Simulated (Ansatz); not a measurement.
Data:

End structure of the (111) surface of alpha tin, no caps (bottom of the slab: built like the top, H on every dangling bond, free):

```
CELL_PARAMETERS angstrom
      4.70718     0.00000     0.00000
     -2.35359     4.07654     0.00000
      0.00000     0.00000    30.50000
ATOMIC_POSITIONS crystal
  Sn 0.00000 0.00000 0.32640
  Sn 0.33333 0.66667 0.35604
  Sn 0.33333 0.66667 0.45004
  Sn 0.66667 0.33333 0.48160
  Sn 0.66667 0.33333 0.57611
  Sn 0.00000 0.00000 0.60739
  Sn 0.00000 0.00000 0.70274
  Sn 0.33333 0.66667 0.73353
  H  0.00000 0.00000 0.26915
```

Model: 9-atom slab, 14.3 Å thick at the start with caps and adatoms, 7x7x1 mesh, Fermi-Dirac 0.025 eV, dipole correction, single point; on the structure that PBE left under its start's symmetry; spin-polarised, ending with about 0.9 μB a cell, a value that depends on the mesh; orders that need a larger cell were not tried, no spin-orbit, no U. The slab shows no gap over 0.04 eV on its mesh. The program's check for a lower electronic state was not made. It is one candidate, not shown to be the stable structure of the face.

**Question.** What is the computed work function of the top face (r2SCAN, at the PBE geometry and the start's symmetry in Ansatz, a quantum-chemistry and plane-wave program)?

**Answer.** 4.37 eV
